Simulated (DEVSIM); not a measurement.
Structure: Schottky contact on n-type GaP, at 400 K.

Layer 1 from the left is GaP, thickness (μm) 3.10, Nd (cm⁻³) 2.1e17, τn (s) 1.3e-7, τp (s) 1.3e-7. Layer 2 from the left is GaP, thickness (μm) 3.20, Nd (cm⁻³) 9.6e17, τn (s) 1.3e-7, τp (s) 1.3e-7.

Left contact: Schottky, work function 5.31 eV, emission velocity 2e6 cm/s. Right contact: ohmic. Voltage is applied to the left contact. Recombination: SRH at mid-gap, radiative. Mobility is constant in doping.

The device is made up for the run: typed textbook-type constants, with dimensions and the other settings drawn at random. Values at 300 K; Nc and Nv go as T^1.5, mobilities as T to minus their exponent, the gap by Varshni's rule with the affinity fixed.

GaP: gap (eV) 2.26, affinity (eV) 3.8, permittivity 11.1, Nc (cm⁻³) 1.8e19, Nv (cm⁻³) 1.9e19, μn (cm²/Vs) 250, μp (cm²/Vs) 150, T exponent of μn 1.6, T exponent of μp 1.98, B (cm³/s) 1e-13, Varshni α (eV/K) 0.00058, Varshni β (K) 372.

Simulated with DEVSIM: 1D drift-diffusion, Boltzmann statistics, complete ionisation; no tunnelling, impact ionisation, image-force lowering or self-heating. Metal contacts follow the ideal Schottky-Mott rule: no Fermi-level pinning, no interface dipoles.

Dark forward current:

| |V| (V) | |J| (A/cm²) |
|---|---|
| 0.05 | 2.724e-12 |
| 0.10 | 1.409e-11 |
| 0.15 | 6.209e-11 |
| 0.20 | 2.657e-10 |
| 0.25 | 1.132e-9 |
| 0.30 | 4.817e-9 |
| 0.35 | 2.051e-8 |
| 0.40 | 8.734e-8 |
| 0.45 | 3.719e-7 |
| 0.50 | 1.584e-6 |
| 0.55 | 6.743e-6 |
| 0.60 | 2.871e-5 |
| 0.65 | 0.0001222 |
| 0.70 | 0.0005198 |
| 0.75 | 0.002211 |
| 0.80 | 0.009400 |
| 0.85 | 0.03994 |
| 0.90 | 0.1695 |
| 0.95 | 0.7183 |
| 1.00 | 3.028 |
| 1.05 | 12.55 |
| 1.10 | 49.03 |
| 1.15 | 162.8 |
| 1.20 | 409.8 |
| 1.25 | 787.9 |
| 1.30 | 1257 |

Q: Work out the local ideality factor n = ΔV / (kT/q · ln(J2/J1)) between the rows 0.15 and 0.20 V, 1.25 and 1.30 V.

A: kT/q = 34.47 mV. From 0.15 to 0.20 V: ln(2.657e-10/6.209e-11) = 1.454, n = 1.00, near the 1 of diffusion or emission over a barrier. From 1.25 to 1.30 V: ln(1257/787.9) = 0.467, n = 3.11; the layers' resistance at their doping, Σ W/(qμN) = 7.2e-5 Ω cm², would take 34 mV of this step of 50 mV.

Q: Estimate the current at 0.60 V for emission alone, J0 = q v N_band exp(−φB/kT), and read the barrier back from the simulated current.

A: φB = 1.510 eV, N_band = 2.77e19 cm⁻³, J0 = 8.39e-13 A/cm²; J = J0 (exp(qV/kT) − 1) = 3.04e-5 A/cm². The simulation gives 2.87e-5 A/cm²; the estimate lies 6.0 % above. Read backwards, the simulated current gives an apparent barrier of 1.512 eV. The estimate leaves out transport through the depletion region and minority injection.
